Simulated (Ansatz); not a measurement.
Where the default PAW files enter, the runs use the earlier of Ansatz's two default sets.

Consider the following.

```
ZrO2
1.0
    3.59928     0.00000     0.00000
   -1.79964     3.11707     0.00000
    1.79964     1.03902     2.93880
Zr O
1 2
Direct
  0.00000   0.00000   0.00000
  0.50000   0.75000   0.75000
  0.50000   0.25000   0.25000
```

Space group of this cell: Fm-3m, fluorite. The cell is taken as given.

Method: r2SCAN (plane waves, PAW; Ansatz, a program for electronic structure).

The current runs along the normal of the first two printed vectors; no spin-orbit coupling. Scaled by the factor s: both lengths across the current (ions clamped). Meshes 12×12×12 and 12×12 across the current in all rows.

| s | mean pressure (GPa) | band gap (eV) |
|---|---|---|
| 0.98 | 11.2 | ? |
| 1.00 | -0.2 | 3.88 |
| 1.02 | -9.4 | 3.76 |

### Question
Take the slope of the band gap against ln s from the two given rows, extrapolate to s = 0.98, and say what the run there gives.

### Answer
Slope = (3.76 − 3.88) / ln 1.02 = -6.06 eV. The line gives 3.88 + (-6.06) × ln 0.98 = 4.00 eV. The run gives 4.01 eV, 0.01 eV over the line, 6 % of the predicted step.
